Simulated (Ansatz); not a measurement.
The reference is PbTe in the rock salt structure (space group Fm-3m, No. 225; a = 6.534 Å). Axes: x, y, z lie along the cube axes.

Level of theory: r2SCAN (Ansatz, an electronic-structure program), scalar-relativistic without spin-orbit coupling.

Perturbation: the cell is scaled by 1.0100 in all directions, atoms relaxed at fixed cell.

### Question
Predict the stress tensor and what it implies for the stiffness.

### Answer
Stress of the strained cell less that of the base (GPa, compression positive):
```
  -1.18    0.00    0.00
   0.00   -1.18    0.00
   0.00    0.00   -1.18
```

Then B = −ΔP/(ΔV/V₀) with ΔV/V₀ = 0.0303 gives secant stiffness values (nonlinear terms included at this strain): B ≈ 39 GPa.

Stability against distortions was not tested.
